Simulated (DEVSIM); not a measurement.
Device: Pt/SiO2/p-Si capacitor, at 300 K.

```
layer (left to right)  material  thickness (nm)  Na (cm⁻³)
---------------------  --------  --------------  ---------
1                          SiO2            1.60          -
2                            Si            4900     1.4e16
```

Metal gate on the left, work function 5.6 eV. Fixed charge at the semiconductor interface 6.5e11 cm⁻² (in units of +e); no interface traps.

Constants are typed, rounded textbook-type inputs, not results; the design itself was drawn at random and stands for no fabricated device. Values at 300 K; Nc and Nv go as T^1.5, mobilities as T to minus their exponent, the gap by Varshni's rule with the affinity fixed.

```tsv
parameter	SiO2	Si
gap (eV)	9	1.124
affinity (eV)	0.9	4.05
permittivity	3.9	11.7
Nc (cm⁻³)	-	2.86e19
Nv (cm⁻³)	-	3.1e19
Varshni α (eV/K)	-	0.000473
Varshni β (K)	-	636
```

Model (solved in DEVSIM): 1D Poisson equation in equilibrium, Boltzmann statistics, complete ionisation; no quantum confinement or tunnelling. Metal contacts follow the ideal Schottky-Mott rule: no Fermi-level pinning, no interface dipoles.

The temperature was swept, all else fixed.

```
temperature (K)  minimum of the low-frequency capacitance (μF/cm²)  threshold voltage (band bending 2φF) (V)  flat-band voltage (V)
---------------  -------------------------------------------------  ----------------------------------------  ---------------------
250                                                         0.0408                                      1.37                   0.53
300                                                         0.0444                                      1.33                   0.58
350                                                         0.0488                                      1.29                   0.63
400                                                         0.0561                                      1.25                   0.69
450                                                         0.0645                                      1.20                   0.74
500                                                         0.0832                                      1.16                   0.80
```

From the first row to the last the minimum of the low-frequency capacitance goes from 0.0408 to 0.0832. From the first row to the last the threshold voltage (band bending 2φF) goes from 1.37 to 1.16.
